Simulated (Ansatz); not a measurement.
Take CdSe in the zinc blende structure (space group F-43m, No. 216; a = 6.1963 Å) as the base.

Levels (all Ansatz, a quantum-chemistry and plane-wave program, PAW): PBE (420 eV, no spin-orbit coupling); PBEsol (420 eV, no SOC).

Levels that relaxed their own cell: PBE and PBEsol.

```json
[
 {"level": "PBE", "band gap": "0.49 eV", "lattice parameter a": "6.196 Å"},
 {"level": "PBEsol", "band gap": "0.48 eV", "lattice parameter a": "6.082 Å"}
]
```

Measured: band gap 1.77 eV (0 K or low temperature; as listed in arXiv:1206.3780); lattice parameter a 6.077 Å (room temperature; as listed in arXiv:1206.3780).

Computed minus measured — band gap: PBE -1.28 eV, PBEsol -1.29 eV; lattice parameter a: PBE +2.0 %, PBEsol +0.1 % (closest: PBEsol). Measured values not marked as corrected hold thermal and zero-point effects that the static-lattice runs lack. A measured gap can be an optical one, lowered by exciton binding. Levels without spin-orbit coupling miss its lowering of the gap, often about a third of the valence-band splitting.

Whether these cells are dynamically stable was not tested.
